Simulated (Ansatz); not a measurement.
```yaml
crystal:
  lattice:
    - [4.45102, 0.00000, 0.00000]
    - [0.00000, 4.45102, 0.00000]
    - [0.00000, 0.00000, 4.45102]
  atoms:
    - { symbol: K, position: [0.00000, 0.00000, 0.00000] }
    - { symbol: Ca, position: [0.50000, 0.50000, 0.50000] }
    - { symbol: F, position: [0.00000, 0.50000, 0.50000] }
    - { symbol: F, position: [0.50000, 0.50000, 0.00000] }
    - { symbol: F, position: [0.50000, 0.00000, 0.50000] }
```

The cell was generated from a structure type, relaxed within its symmetry, and need not be the phase found at ambient conditions. The cell is strained by 1.0 % in length from its relaxed static size. Melting and transitions to other phases are not modelled.

Task: Estimate each atom's mean-square displacement (sum over three axes) at 600 K from path-integral sampling on the energy surface fitted in the stochastic self-consistent harmonic approximation in a 2×2×2 supercell, Ansatz (an electronic-structure program), PBEsol functional, plane-wave PAW.

Result: K1 0.17 Å², Ca2 0.044 Å², F3 0.24 Å², F4 0.24 Å², F5 0.24 Å². Waves longer than the supercell are missing, so the values are low for an infinite crystal. Over all wave vectors of the supercell the softest harmonic mode is 88i cm⁻¹ at q = (0.50, 0.50, 0.50); the softest of the Hessian is 19i cm⁻¹ at q = (0.00, 0.50, 0.50) at 300 K (error 1; the run's verdict: unstable), 16 cm⁻¹ at q = (0.00, 0.50, 0.50) at 600 K (error 5; the run's verdict: undecided).
